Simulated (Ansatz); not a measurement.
Consider MgTe in the zinc blende structure (space group F-43m, No. 216).

```
CELL_PARAMETERS angstrom
      0.00000     3.18405     3.18405
      3.18405     0.00000     3.18405
      3.18405     3.18405     0.00000
ATOMIC_POSITIONS crystal
  Mg 0.00000 0.00000 0.00000
  Te 0.25000 0.25000 0.25000
```

Cartesian axes are those of the cell as printed.

Calculations: Ansatz (a quantum-chemistry and plane-wave program) LDA, scalar-relativistic without spin-orbit coupling.

It is then changed as follows: biaxial strain +3.00 %, plane normal [001], relaxed out of plane (Cartesian); in-plane vectors clamped, the third vector and the atoms free.

Task: Predict the new in-plane stress and out-of-plane strain.

Result: The mean in-plane stress (compression positive) comes out as -0.9 GPa; the out-of-plane strain is -4.44 %.

Whether these cells are dynamically stable was not tested.
